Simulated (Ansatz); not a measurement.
Electronic density of states of amorphous Si₂₀Al₄O₄₆, density 2.20 g/cm³, on a 2×2×2 Γ-centred mesh with a Gaussian width of 0.1 eV; energies count from the Fermi level, whose place inside the gap is arbitrary. Cell and mesh are small, so fine structure isn't converged. Calculation: PBE, scalar-relativistic without spin-orbit coupling (plane waves to 420 eV, PAW; Ansatz, a quantum-chemistry and plane-wave program). Sampling: a 2×2×2 Γ-centred mesh; Fermi-Dirac width 0.02 eV; no spin polarisation. At PBE the levels at the filled edge of the gap are localised (band-tail or defect states), and the nearest spread-out levels lie 5.0 eV apart at the zone centre.

Preparation: random packing, a CHGNet melt and quench, and a DFT relaxation. O atoms were pushed apart under 1.9 Å during the dynamics, to hinder bonds among them. The hot cell started wider than the set density and was brought back towards it in steps. It is the lowest in DFT energy of 2 quenches. It is a model cell: composition and starting density were chosen by hand, and all elements were melted together. No dispersion term was used. Its density started from a set value of 2.38 and ended at 2.20 g/cm³. The simulated quench (nominally 390 K/ps over its main leg) is rapid and tends to freeze in more defects than a deposited or slowly cooled glass has. One small periodic cell is one sample of the glass; other quenches scatter about these values. Volume and shape were free in the relaxation.

(E - EF (eV), states/(eV atom)): (-12.00, 0.00); (-11.90, 0.00); (-11.80, 0.00); (-11.70, 0.01); (-11.60, 0.08); (-11.50, 0.14); (-11.40, 0.08); (-11.30, 0.10); (-11.20, 0.15); (-11.10, 0.16); (-11.00, 0.12); (-10.90, 0.11); (-10.80, 0.11); (-10.70, 0.14); (-10.60, 0.16); (-10.50, 0.19); (-10.40, 0.21); (-10.30, 0.21); (-10.20, 0.22); (-10.10, 0.21); (-10.00, 0.17); (-9.90, 0.14); (-9.80, 0.20); (-9.70, 0.20); (-9.60, 0.17); (-9.50, 0.16); (-9.40, 0.19); (-9.30, 0.22); (-9.20, 0.20); (-9.10, 0.18); (-9.00, 0.18); (-8.90, 0.19); (-8.80, 0.16); (-8.70, 0.20); (-8.60, 0.22); (-8.50, 0.21); (-8.40, 0.26); (-8.30, 0.33); (-8.20, 0.40); (-8.10, 0.42); (-8.00, 0.44); (-7.90, 0.46); (-7.80, 0.50); (-7.70, 0.50); (-7.60, 0.49); (-7.50, 0.51); (-7.40, 0.57); (-7.30, 0.58); (-7.20, 0.49); (-7.10, 0.30); (-7.00, 0.20); (-6.90, 0.30); (-6.80, 0.30); (-6.70, 0.34); (-6.60, 0.48); (-6.50, 0.46); (-6.40, 0.45); (-6.30, 0.39); (-6.20, 0.34); (-6.10, 0.27); (-6.00, 0.32); (-5.90, 0.46); (-5.80, 0.48); (-5.70, 0.45); (-5.60, 0.38); (-5.50, 0.39); (-5.40, 0.42); (-5.30, 0.48); (-5.20, 0.54); (-5.10, 0.58); (-5.00, 0.60); (-4.90, 0.69); (-4.80, 0.70); (-4.70, 0.71); (-4.60, 0.73); (-4.50, 0.76); (-4.40, 0.82); (-4.30, 0.81); (-4.20, 0.81); (-4.10, 0.90); (-4.00, 1.01); (-3.90, 1.05); (-3.80, 0.97); (-3.70, 0.88); (-3.60, 0.82); (-3.50, 0.79); (-3.40, 0.79); (-3.30, 0.79); (-3.20, 0.73); (-3.10, 0.64); (-3.00, 0.67); (-2.90, 0.59); (-2.80, 0.44); (-2.70, 0.49); (-2.60, 0.45); (-2.50, 0.38); (-2.40, 0.34); (-2.30, 0.29); (-2.20, 0.09); (-2.10, 0.01); (-2.00, 0.00); (-1.90, 0.00); (-1.80, 0.00); (-1.70, 0.00); (-1.60, 0.00); (-1.50, 0.00); (-1.40, 0.00); (-1.30, 0.00); (-1.20, 0.00); (-1.10, 0.00); (-1.00, 0.00); (-0.90, 0.00); (-0.80, 0.00); (-0.70, 0.00); (-0.60, 0.00); (-0.50, 0.00); (-0.40, 0.00); (-0.30, 0.00); (-0.20, 0.00); (-0.10, 0.00); (0.00, 0.00); (0.10, 0.00); (0.20, 0.00); (0.30, 0.00); (0.40, 0.00); (0.50, 0.00); (0.60, 0.00); (0.70, 0.00); (0.80, 0.00); (0.90, 0.00); (1.00, 0.00); (1.10, 0.00); (1.20, 0.00); (1.30, 0.00); (1.40, 0.00); (1.50, 0.00); (1.60, 0.00); (1.70, 0.00); (1.80, 0.00); (1.90, 0.00); (2.00, 0.00); (2.10, 0.00); (2.20, 0.01); (2.30, 0.02); (2.40, 0.01); (2.50, 0.03); (2.60, 0.05); (2.70, 0.05); (2.80, 0.05); (2.90, 0.04); (3.00, 0.02); (3.10, 0.04); (3.20, 0.05); (3.30, 0.02); (3.40, 0.06); (3.50, 0.10); (3.60, 0.08); (3.70, 0.05); (3.80, 0.09); (3.90, 0.15); (4.00, 0.12); (4.10, 0.09); (4.20, 0.12); (4.30, 0.14); (4.40, 0.14); (4.50, 0.17); (4.60, 0.18); (4.70, 0.15); (4.80, 0.19); (4.90, 0.18); (5.00, 0.18); (5.10, 0.20); (5.20, 0.19); (5.30, 0.24); (5.40, 0.31); (5.50, 0.33); (5.60, 0.35); (5.70, 0.34); (5.80, 0.28); (5.90, 0.36); (6.00, 0.45); (6.10, 0.47); (6.20, 0.49); (6.30, 0.48)

The level gap on this mesh is 4.54 eV; the broadening fills part of it in the curve.
